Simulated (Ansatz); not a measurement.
Take BP in the zinc blende structure (space group F-43m, No. 216; a = 4.5366 Å) as the base. Axes: x, y, z lie along the cube axes.

Computed with r2SCAN/PAW in Ansatz (a quantum-chemistry and plane-wave program), without spin-orbit coupling.

Small strains at fixed cell, atoms relaxed; stresses less that of the base, compression positive, in the order xx, yy, zz, yz, xz, xy:

```csv
strain tensor components (%),stress (GPa)
"0.00, 0.31, 0.00, 0.00, 0.00, 0.00","-0.22, -1.12, -0.22, 0.00, 0.00, 0.00"
"0.00, 0.00, -1.31, 0.00, 0.00, 0.00","1.03, 1.03, 4.80, 0.00, 0.00, 0.00"
"0.00, 0.00, 0.00, 0.00, 0.00, -1.08","0.10, 0.10, -0.01, 0.00, 0.00, 4.26"
"0.54, 0.54, 0.54, 0.00, 0.00, 0.00","-2.66, -2.66, -2.66, 0.00, 0.00, 0.00"
"0.00, -1.46, 0.00, 0.00, 0.00, 0.00","1.16, 5.36, 1.16, 0.00, 0.00, 0.00"
"0.00, 0.00, -0.58, 0.00, 0.00, 0.00","0.44, 0.44, 2.11, 0.00, 0.00, 0.00"
```

Task: Extract the cubic elastic constants and what follows from them, and test mechanical stability.

Result: With σ_ii = C11 ε_ii + C12 (tr ε − ε_ii) and σ_ij = 2 C44 ε_ij (tension positive), least squares gives C11 ≈ 363 GPa, C12 ≈ 75 GPa and C44 ≈ 197 GPa (good to about 1 GPa or a few per cent; finite strains leave residuals up to 0.1 GPa). Then B = (C11 + 2 C12)/3 ≈ 171 GPa, C′ = (C11 − C12)/2 ≈ 144 GPa and the Zener ratio C44/C′ ≈ 1.4. The Born criteria for a cubic crystal are met. Phonon stability is a separate test, not made here.

No phonon test of stability was made.
